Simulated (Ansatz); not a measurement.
The starting structures come from a database of crystals and need not be the phases stable at ambient conditions.

The decay constant κ of evanescent states in the gap governs leakage through a thin film.

```
Hf2Y2O7
1.0
    7.37462     0.00000     0.00000
   -3.68731     6.38661     0.00000
    3.68731     2.12887     6.02135
Y Hf O
4 4 14
Direct
  0.75000   0.37500   0.87500
  0.25000   0.37500   0.37500
  0.75000   0.37500   0.37500
  0.25000   0.87500   0.37500
  0.25000   0.37500   0.87500
  0.75000   0.87500   0.37500
  0.25000   0.87500   0.87500
  0.75000   0.87500   0.87500
  0.50000   0.96262   0.53738
  0.00000   0.78738   0.78738
  0.50000   0.53738   0.96262
  0.00000   0.21262   0.21262
  0.50000   0.53738   0.53738
  0.42524   0.21262   0.78738
  0.50000   0.96262   0.96262
  0.57476   0.78738   0.21262
  0.92524   0.96262   0.53738
  0.00000   0.21262   0.78738
  0.07476   0.53738   0.96262
  0.00000   0.78738   0.21262
  0.00000   0.50000   0.50000
  0.50000   0.25000   0.25000
```

Space group of this cell: Fd-3m. The cell is taken as given.

Transport runs along the normal of the first two printed cell vectors, the (111) plane of the conventional cell.

The gap is the functional's own, uncorrected, and κ follows it; spin-orbit coupling is left out. Mid-gap values are interpolated between the computed energies.

### Question
Predict the band gap and the smallest decay constant κ at mid-gap from PBEsol (Ansatz, a quantum-chemistry and plane-wave program).

### Answer
Gap 3.20 eV on a 6×6×6 mesh; κ = 0.326 1/Å, at the zone centre.
